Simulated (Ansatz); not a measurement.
Start from TlBr in the CsCl type structure (space group Pm-3m, No. 221).

```yaml
crystal:
  lattice:
    - [3.83953, 0.00000, 0.00000]
    - [0.00000, 3.83953, 0.00000]
    - [0.00000, 0.00000, 3.83953]
  atoms:
    - { symbol: Tl, position: [0.00000, 0.00000, 0.00000] }
    - { symbol: Br, position: [0.50000, 0.50000, 0.50000] }
```

Cartesian axes are those of the cell as printed.

Method: plane-wave PAW DFT at the LDA level (Ansatz, a program for electronic structure, 420 eV), scalar-relativistic without spin-orbit coupling.

Strains are applied to the cell and any free atomic positions relax; under biaxial strain the out-of-plane vector relaxes too.

One change was made to it. Results:

| quantity | base | after |
|---|---|---|
| pressure (mean of the normal stresses, compression positive) | -0.01 GPa | -0.83 GPa |
| energy relative to the base (free energy F) | 0 meV/atom | +5.6 meV/atom |
| valley order (the lowest conduction-band minima on the path, energy above the VBM, named in the base's zone) | X along ⟨100⟩ 1.37 eV; R along ⟨111⟩ 1.49 eV | X along [001] 1.21 eV; R along [111] 1.39 eV; X along [010] 1.49 eV |

Problem. Which of these changes matches the shifts?
A. biaxial strain +0.50 %, plane normal [001], relaxed out of plane
B. biaxial strain +2.50 %, plane normal [001], relaxed out of plane
C. biaxial strain −0.50 %, plane normal [001], relaxed out of plane
D. biaxial strain +1.50 %, plane normal [001], relaxed out of plane
E. biaxial strain −3.00 %, plane normal [001], relaxed out of plane

Solution. B, biaxial strain +2.50 %, plane normal [001], relaxed out of plane. For comparison, the valley order in the other runs: biaxial strain +0.50 %, plane normal [001], relaxed out of plane gives X along [001] 1.33 eV; X along [010] 1.39 eV; R along [111] 1.46 eV; biaxial strain +1.50 %, plane normal [001], relaxed out of plane gives X along [001] 1.26 eV; R along [111] 1.42 eV; X along [010] 1.44 eV; biaxial strain −0.50 %, plane normal [001], relaxed out of plane gives X along [010] 1.31 eV; X along [001] 1.37 eV; R along [111] 1.42 eV; biaxial strain −3.00 %, plane normal [001], relaxed out of plane gives X along [010] 0.99 eV; R along [111] 1.10 eV; X along [001] 1.43 eV.

With Tl present, leaving out spin-orbit coupling can change the band edges. The levels and masses belong to the bands next to the band gap. Stability against distortions was not tested.
